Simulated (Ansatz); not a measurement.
Given:

```
CELL_PARAMETERS angstrom
      3.18259     0.00000     0.00000
     -1.59130     2.75620     0.00000
      0.00000     0.00000     5.18543
ATOMIC_POSITIONS crystal
  Ga 0.33333 0.66667 0.99919
  Ga 0.66667 0.33333 0.49919
  N  0.33333 0.66667 0.37581
  N  0.66667 0.33333 0.87581
```

Method: r2SCAN with spin-orbit coupling, rigid bands (plane waves, PAW; Ansatz, a quantum-chemistry and plane-wave program). Cell: cell and atoms relaxed with PBEsol.

### Question
Predict the hole conductivity mass (n e² τ/σ) at 300 K, by direction if it differs.

### Answer
1.43 (x), 1.43 (y), 1.74 (z) mₑ.

### Question
What conductivity effective mass do dilute electrons have at 300 K?

### Answer
0.200 (x), 0.200 (y), 0.180 (z) mₑ.

### Question
And the band gap?

### Answer
2.35 eV at this level; semilocal functionals usually fall short of the measured gap.

Rigid bands, one relaxation time for all states, no polarons. Geometry: cell and atoms relaxed with PBEsol.
